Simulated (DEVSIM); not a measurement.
System: Pd/Si3N4/p-Ge capacitor, at 400 K.

```tsv
layer (left to right)	material	thickness (nm)	Na (cm⁻³)
1	Si3N4	24.0	-
2	Ge	400	2.2e18
```

Metal gate on the left, work function 5.2 eV. Fixed charge at the semiconductor interface 0 cm⁻² (in units of +e); no interface traps.

Constants are typed, rounded textbook-type inputs, not results; the design itself was drawn at random and stands for no fabricated device. Values at 300 K; Nc and Nv go as T^1.5, mobilities as T to minus their exponent, the gap by Varshni's rule with the affinity fixed.

```csv
parameter,Si3N4,Ge
gap (eV),5.1,0.664
affinity (eV),2.1,4
permittivity,7.5,16
Nc (cm⁻³),-,1.04e19
Nv (cm⁻³),-,6e18
Varshni α (eV/K),-,0.000477
Varshni β (K),-,235
```

Model (solved in DEVSIM): 1D Poisson equation in equilibrium, Boltzmann statistics, complete ionisation; no quantum confinement or tunnelling. Metal contacts follow the ideal Schottky-Mott rule: no Fermi-level pinning, no interface dipoles.

Base results: minimum of the low-frequency capacitance (μF/cm²) 0.210; flat-band voltage (V) 0.63; capacitance of the dielectric stack (μF/cm²) 0.277.

Q: What follows from this one change: Si3N4 thickness 0.024 → 0.017 μm?

A: minimum of the low-frequency capacitance 0.210 → 0.269 μF/cm²; flat-band voltage little changed (0.63 V); capacitance of the dielectric stack 0.277 → 0.391 μF/cm².

Q: What follows from this one change: fixed charge 0 → 1.86e+12 cm^-2?

A: minimum of the low-frequency capacitance little changed (0.210 μF/cm²); flat-band voltage 0.63 → -0.45 V; capacitance of the dielectric stack little changed (0.277 μF/cm²).
